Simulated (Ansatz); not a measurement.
# Ni in the hcp (Mg type) structure (space group P6_3/mmc, No. 194; ferromagnetic)

Ni is taken in the hexagonal space group P6₃/mmc (No. 194), the hcp (Mg type) structure, Pearson symbol hP2. Cell: a = b = 2.4468 Å, c = 4.0174 Å, α = β = 90.00°, γ = 120.00°. Ni on 2c is coordinated by 12 Ni at 2.447–2.456 Å (anticuboctahedral). (Neighbours: up to the widest gap in distance over summed covalent radii, below 1.35, at either atom.)

Method: DFT with PBEsol, PAW potentials and a 420 eV plane-wave cutoff in Ansatz (a program for electronic structure), scalar-relativistic without spin-orbit coupling. Γ-centred 22×22×12 mesh, Fermi–Dirac width 0.05 eV.

Volume per atom: 10.41 Å³
Density: 9.36 g/cm³
Band gap: zero
Magnetic state: ferromagnetic
Total energy: -5804.946 eV/atom (σ→0; compares only within this code and set-up)

Other magnetic orders, which the real material may have, were not ruled out. No phonon test of stability was made. This is not the structure that Ni has at room temperature and ambient pressure.
